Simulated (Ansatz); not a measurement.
The starting structures come from a database of crystals and need not be the phases stable at ambient conditions.

Crystal: BaZnBO₃F (P-6, not sure to be the ambient phase, 7 atoms a cell, 14.2 Å³ an atom, -5 GPa at this level); planes in its conventional cell.

The numbers are results of PBEsol (plane waves, PAW; Ansatz, a quantum-chemistry and plane-wave program), not measurements.

No gap correction and no spin-orbit coupling; mid-gap values are interpolated between computed energies.

```
plane  area of the cell (Å²)  mid-gap κ (1/Å)  largest κ in the gap (1/Å)
-----  ---------------------  ---------------  --------------------------
(100)                   22.4             0.36                        0.36
(001)                   22.8              ___                         ___
```

Question: The slowest decay depends on the direction. Supply the withheld values.

Answer: 
- (001), mid-gap κ (1/Å): 0.41
- (001), largest κ in the gap (1/Å): 0.45
